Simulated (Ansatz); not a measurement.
We consider MgCd2P2 (model structure, started from the CaAl2Si2 type, P-3m1, No. 164, 5 atoms in the cell), described by PBE in Ansatz (plane waves, PAW).

Numerical settings: plane-wave cutoff 520 eV, 18×18×8 k mesh (along the axes of the cell as run), Fermi–Dirac smearing 0.05 eV, scalar-relativistic PAW data made under PBE.

Cell (relaxed with PBEsol):

```
CELL_PARAMETERS angstrom
      4.15188     0.00000     0.00000
     -2.07594     3.59563     0.00000
      0.00000     0.00000     6.71901
ATOMIC_POSITIONS crystal
  Mg 0.00000 0.00000 0.00000
  Cd 0.33333 0.66667 0.63509
  Cd 0.66667 0.33333 0.36491
  P  0.33333 0.66667 0.21759
  P  0.66667 0.33333 0.78241
```

Q: What does this level give for the band gap?

A: 
band gap: 0.41 eV (on the SCF k mesh)

Note: the relaxation could raise the start's symmetry but not lower it, so the cell can be a saddle point; cell and atoms aren't relaxed at this level (largest force component 0.18 eV/Å, pressure 3.2 GPa).

Spin–orbit coupling is not included.

A model structure was made by putting elements into a prototype or built by hand; it is no filed structure, need not be a known phase, and can be a saddle point held by its symmetry.

Ansatz is a quantum-chemistry and plane-wave program.
